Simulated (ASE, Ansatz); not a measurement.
composition Li9Si7, cell Li36Si28, held well above this temperature first, at a temperature that wasn't checked against the liquidus, so perhaps supercooled [in the CHGNet run: it was liquid; mean temperature 961 K (target 970 K); density 1.46 g/cm³, volume +8 % from the start cell's], 970 K. 6 frames were taken from MD with the machine-learned potential CHGNet 0.3.0 in ASE and computed both with PBE run with Ansatz (a quantum-chemistry and plane-wave program) and with the machine-learned potential CHGNet 0.3.0.

```json
{
 "plane_wave_cutoff": "420 eV",
 "k-points": "one point, (1/4, 1/4, 1/4)",
 "Fermi-Dirac width": "0.086 eV",
 "spin": "not polarised; no spin-orbit coupling"
}
```

The cell was prepared with CHGNet: 80 FIRE steps from the random lattice; melt: 800 steps of 1.5 fs, 1530 K, NVT (Langevin); cool: 300 steps of 1.5 fs, 1530 to 1035 K, NVT (Langevin); cool: 400 steps of 1.5 fs, 1035 to 970 K, Langevin with a Berendsen-type barostat every 10 steps; settle: 800 steps of 1.5 fs, 970 K, Langevin with a Berendsen-type barostat every 10 steps; hold: 300 steps, 970 K, NVT (Langevin) at the mean cell. The atoms began on random sites, so units and networks may differ from a laboratory melt's. On the run's last frame a denser k-mesh moved the forces by 0.045 eV/Å rms, the static pressure by 0.00 GPa and the free energy by 3 meV/atom, which is about how far such values are converged.

Question: Is the potential accurate for this state? Give its errors.

Answer: 
```
Quantity                                                  Value
--------------------------------------  -----------------------
rms force component in DFT                            0.67 eV/Å
rms force difference, CHGNet less DFT                0.249 eV/Å
relative force difference                                  37 %
slope of CHGNet against DFT forces                         0.79
rms difference of relative energies               10.4 meV/atom
spread of DFT energies over the frames            12.7 meV/atom
static pressure, CHGNet less DFT                      -1.00 GPa
force difference by element             Li 0.195, Si 0.305 eV/Å
```
Forces are off by 37 % of their rms size. The potential was trained on another code's PBE and PBE+U relaxation paths of database crystals (MPtrj), so part of the difference is that of settings: a denser k-mesh moves the DFT forces of one frame by 0.045 eV/Å rms and its pressure by 0.00 GPa.
